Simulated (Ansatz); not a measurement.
The starting structures come from a database of crystals and need not be the phases stable at ambient conditions.

 Where the default PAW files enter, the runs use the earlier of Ansatz's two default sets.

The decay constant κ of evanescent states in the gap governs leakage through a thin film.

Input:

```
CELL_PARAMETERS angstrom
      4.76927     0.00000     0.00000
      0.00000     7.78964     0.00000
      2.33817     0.00000     4.07528
ATOMIC_POSITIONS crystal
  Cd 0.84847 0.00017 0.84847
  Cd 0.15153 0.50017 0.15153
  Te 0.18219 0.12483 0.18219
  Te 0.81781 0.62483 0.81781
```

Space group of this cell: P2_1. The cell is strained (lengths across the current scaled by 1.02, ions clamped); by r2SCAN its mean pressure is -2.4 GPa.

Transport runs along the normal of the first two printed cell vectors.

The gap is the functional's own, uncorrected, and κ follows it; spin-orbit coupling is left out. Mid-gap values are interpolated between the computed energies.

Q: State the band gap and the smallest decay constant κ at mid-gap according to r2SCAN in Ansatz (a first-principles code).

A: Gap 0.94 eV on a 8×4×8 mesh; κ = 0.071 1/Å, at the zone centre.
